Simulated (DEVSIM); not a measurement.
System: abrupt Ge p-n junction, at 300 K.

Layer 1 from the left is Ge, thickness (μm) 92.0, Na (cm⁻³) 6.5e17, τn (s) 0.00047, τp (s) 0.00047. Layer 2 from the left is Ge, thickness (μm) 1.10, Nd (cm⁻³) 4.6e14, τn (s) 0.00047, τp (s) 0.0047.

Left contact: ohmic. Right contact: ohmic. Voltage is applied to the left contact. Recombination: SRH at mid-gap, Auger. Mobility is μmin + (μ − μmin)/(1 + (N/Nref)^α).

This is a model device: material constants are rounded textbook-type values typed into the input, and sizes, dopings and lifetimes were drawn at random. Values at 300 K.

Ge: gap (eV) 0.664, affinity (eV) 4, permittivity 16, Nc (cm⁻³) 1.04e19, Nv (cm⁻³) 6e18, μn (cm²/Vs) 3900, μp (cm²/Vs) 1900, μn,min 150, μp,min 100, Nref,n 2.6e17, Nref,p 4e17, αn 0.56, αp 0.6, Cn (cm⁶/s) 1e-31, Cp (cm⁶/s) 1e-31.

Simulated with DEVSIM: 1D drift-diffusion, Boltzmann statistics, complete ionisation; no tunnelling, impact ionisation, image-force lowering or self-heating.

What does the simulation give for the largest field in the device at zero bias, the potential step across the device at zero bias, the dark forward voltage at 100 A/cm²?

largest field in the device at zero bias 38000 V/cm; potential step across the device at zero bias 0.347 V; dark forward voltage at 100 A/cm² 0.210 V.
